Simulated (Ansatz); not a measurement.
**InGa3N4 (P3m1, No. 156, 8 atoms in the cell; start mp-1223879)**

Calculation: PBEsol in Ansatz (PAW).

Settings: plane-wave cutoff 520 eV, 12×12×4 k mesh (along the axes of the cell as run), Fermi–Dirac smearing 0.01 eV, scalar-relativistic PAW data made under PBE.

Cell (relaxed at this level):

```yaml
crystal:
  lattice:
    - [3.26389, 0.00000, 0.00000]
    - [-1.63195, 2.82661, 0.00000]
    - [0.00000, 0.00000, 10.71348]
  atoms:
    - { symbol: In, position: [0.00000, 0.00000, 0.99786] }
    - { symbol: Ga, position: [0.66667, 0.33333, 0.25937] }
    - { symbol: Ga, position: [0.66667, 0.33333, 0.73801] }
    - { symbol: Ga, position: [0.00000, 0.00000, 0.49855] }
    - { symbol: N, position: [0.66667, 0.33333, 0.07985] }
    - { symbol: N, position: [0.66667, 0.33333, 0.55610] }
    - { symbol: N, position: [0.00000, 0.00000, 0.31671] }
    - { symbol: N, position: [0.00000, 0.00000, 0.79536] }
```

| Property | Value |
|---|---|
| band gap | 0.68 eV |

Spin–orbit coupling is not included.

Computed values are for the static lattice.

Computing time: about 25 core-seconds (a rough figure).

A start named mp-… is a Materials Project structure, which need not be a measured phase.

Ansatz is a first-principles code.
